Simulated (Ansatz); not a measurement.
Rutile MgH2, treated with r²SCAN+rVV10 in Ansatz (plane waves, PAW).

Settings: plane-wave cutoff 560 eV, 8×8×12 k mesh (along the axes of the cell as run), Fermi–Dirac smearing 0.01 eV, scalar-relativistic PAW data made under PBE.

The cell is scaled about its equilibrium volume:

Shape and atoms are relaxed at each volume.

```json
[
 {"V (Å³/atom)": "9.585", "P (GPa)": "2.29", "direct gap at Γ (eV)": "5.520", "smallest gap on the k mesh (eV)": "4.396", "c (Å)": "2.970"},
 {"V (Å³/atom)": "9.785", "P (GPa)": "1.09", "direct gap at Γ (eV)": "5.542", "smallest gap on the k mesh (eV)": "4.385", "c (Å)": "2.983"},
 {"V (Å³/atom)": "9.985", "P (GPa)": "-0.01", "direct gap at Γ (eV)": "5.566", "smallest gap on the k mesh (eV)": "4.374", "c (Å)": "2.995"},
 {"V (Å³/atom)": "10.184", "P (GPa)": "-1.01", "direct gap at Γ (eV)": "5.589", "smallest gap on the k mesh (eV)": "4.362", "c (Å)": "3.007"},
 {"V (Å³/atom)": "10.384", "P (GPa)": "-1.92", "direct gap at Γ (eV)": "5.614", "smallest gap on the k mesh (eV)": "4.348", "c (Å)": "3.019"}
]
```

The fundamental gap (4.34 eV at the equilibrium volume, with added k points) lies elsewhere than Γ–Γ.

Note: the bulk modulus comes from volumes at which shape and atoms were relaxed.

Ansatz is an electronic-structure program.
